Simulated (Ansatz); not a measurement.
Reference: AlP (F-43m), PBE with spin-orbit coupling, rigid bands (plane waves, PAW; Ansatz, a quantum-chemistry and plane-wave program); geometry: cell and atoms relaxed with PBEsol.

Space group F-43m (No. 216); a = 5.470 Å, b = 5.470 Å, c = 5.470 Å, α = 90.00°, β = 90.00°, γ = 90.00°

| atom | site | symmetry | x | y | z |
|---|---|---|---|---|---|
| Al | 4a | -43m | 0.0000 | 0.0000 | 0.0000 |
| P | 4d | -43m | 0.7500 | 0.7500 | 0.7500 |
(The calculation used a cell of 2 atoms; values per cell refer to that cell.)

The band gap is 1.57 eV and the electron conductivity mass is 0.34 mₑ. The hole conductivity mass is 0.70 mₑ. The Seebeck coefficient, n-type 1e19 cm⁻³ is -266 μV/K.

Q: Swap Al for In, keeping the structure type. How do these values move?

A: InP (F-43m): volume per atom 20.5 to 25.4 Å³; band gap falls (1.57 eV to 0.64 eV); electron conductivity mass falls (0.34 mₑ to 0.064 mₑ); hole conductivity mass falls (0.70 mₑ to 0.57 mₑ); Seebeck coefficient, n-type 1e19 cm⁻³ falls in size (-266 μV/K to -47 μV/K).

Q: Swap Al for Ga, keeping the structure type. How do these values move?

A: GaP (F-43m): volume per atom 20.5 to 20.1 Å³; band gap stays about the same (1.57 eV to 1.55 eV); electron conductivity mass stays about the same (0.34 mₑ to 0.35 mₑ); hole conductivity mass falls (0.70 mₑ to 0.49 mₑ); Seebeck coefficient, n-type 1e19 cm⁻³ rises in size (-266 μV/K to -335 μV/K).

Q: Swap Al for B, keeping the structure type. How do these values move?

A: BP (F-43m): volume per atom 20.5 to 11.5 Å³; band gap falls (1.57 eV to 1.21 eV); electron conductivity mass stays about the same (0.34 mₑ to 0.33 mₑ); hole conductivity mass falls (0.70 mₑ to 0.43 mₑ); Seebeck coefficient, n-type 1e19 cm⁻³ rises in size (-266 μV/K to -338 μV/K).

Moves up to 5 % count as about the same. Masses are for dilute carriers at 300 K, harmonic means over directions unless an axis is named. Seebeck coefficients are for the stated density at 300 K, with one relaxation time for all states and whether or not that doping can be reached.
